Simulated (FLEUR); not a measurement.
Troubleshooting FLEUR: a failed run on SrZrO₃ (Pm-3m, 5 atoms in the cell). The aim is a self-consistent single point with DFT, PBEsol, all-electron FLAPW (FLEUR), scalar-relativistic valence.

Cell that was meant: a = 4.1976 Å, b = 4.1976 Å, c = 4.1976 Å, α = 90.00°, β = 90.00°, γ = 90.00°.

Part of the input:

```xml
   </comment>
   <calculationSetup>
      <cutoffs Kmax="4.6" Gmax="18.4" GmaxXC="18.4" numbands="0"/>
      <scfLoop itmax="100" minDistance="0.00001" maxIterBroyd="99" imix="straight" alpha="0.6" precondParam="0.0" spinf="2.0"/>
      <coreElectrons ctail="T" frcor="F" kcrel="0" coretail_lmax="0"/>
      <xcFunctional name="PBEs" relativisticCorrections="F"/>
      <magnetism jspins="1"/>
```

Output (repeated stretches shortened):

```
 Iteration:     1   Distance:      22.19258462 me/bohr^3
 Iteration:     2   Distance:      31.14321997 me/bohr^3
 Iteration:     3   Distance:      34.45732905 me/bohr^3
 Iteration:     4   Distance:      43.53965535 me/bohr^3
 Iteration:     5   Distance:      51.38000524 me/bohr^3
   [... 91 lines left out ...]
 Iteration:    97   Distance:      93.50414955 me/bohr^3
 Iteration:    98   Distance:      93.50414955 me/bohr^3
 Iteration:    99   Distance:      93.50414955 me/bohr^3
 Iteration:   100   Distance:      93.50414955 me/bohr^3
 Run finished successfully
 Stop message:
   all done

[file out, last iteration]
             iter=    100
[...]
          total density-effective poten   -1.1320460621E+04
          total charge density-energy d   -2.4138881840E+02
 Updated energy parameters for spin:           1
[...]
 fermi energy and band-weighting factors:

[...]
FERMIE:
   [... lines left out ...]
          first approx. to ef    (T=0)  :   0.484190 htr   (energy of the highest occ. eigenvalue)
FERHIS:  Fermi-Energy by histogram:
          bandgap                     :   0.000634 htr
          charge neutrality (T=0)     :   0.000000    (zero if the highest occ. eigenvalue is "entirely" occupied)
     EF_NEWTON:  Adjust Fermi-Energy by Newton-Method.
 Direct bandgap for spin            1 :    1.0270213035890041E-003  Htr
 ---->    free energy=                     -7002.1769595082 htr
   [... lines left out ...]
      extrapolation for T->0
 ---->    total electron energy=           -7002.1769540394 htr
 ***** TOTAL FORCES ON ATOMS *****
 TOTAL FORCE FOR ATOM TYPE=  1  X=  3.966   Y=  3.966   Z=  3.966
                       FX_TOT= 0.000000 FY_TOT= 0.000000 FZ_TOT= 0.000000
 TOTAL FORCE FOR ATOM TYPE=  2  X=  0.000   Y=  0.000   Z=  0.000
                       FX_TOT= 0.000000 FY_TOT= 0.000000 FZ_TOT= 0.000000
 TOTAL FORCE FOR ATOM TYPE=  3  X=  0.000   Y=  3.966   Z=  0.000
                       FX_TOT= 0.000000 FY_TOT= 0.000000 FZ_TOT= 0.000000
No new postions, force convergence required= 0.00001; max force distance= 0.00000
---->    distance of charge densities for spin  1                 it=  100:    93.504150 me/bohr**3
STRAIGHT MIXING: alpha=   0.60000 spin-mixing=   0.00000
     ******* it=100  is completed********
```

Problem. What caused this, and what should be changed?

Solution. The fault is unsuitable density mixing. Too large a step with little history lets the density overshoot, and too small a step makes little progress in the iterations allowed. To fix it, return to a moderate mixing step with a longer history. The run ended unconverged after 100 iterations.

The sound input it was made from differs as follows (other fixes are possible):
```diff
-      <scfLoop itmax="100" minDistance="0.00001" maxIterBroyd="99" imix="straight" alpha="0.6" precondParam="0.0" spinf="2.0"/>
+      <scfLoop itmax="100" minDistance="0.00001" maxIterBroyd="99" imix="Anderson" alpha="0.05" precondParam="0.0" spinf="2.0"/>
```

With that input, the run converged in 18 iterations: free energy E − TS -190493.7460 eV (DFT, PBEsol, all-electron FLAPW (FLEUR), scalar-relativistic valence).

On the sound input: the starting cell comes from a database of computed structures (which also holds hypothetical and non-ambient phases and stackings), without a prior relaxation at this level. Values depend on the basis (sphere radii, cutoffs, local orbitals), which need not be converged. The log's line on a gap gives a spacing of levels on this mesh, which the program prints for metals too.
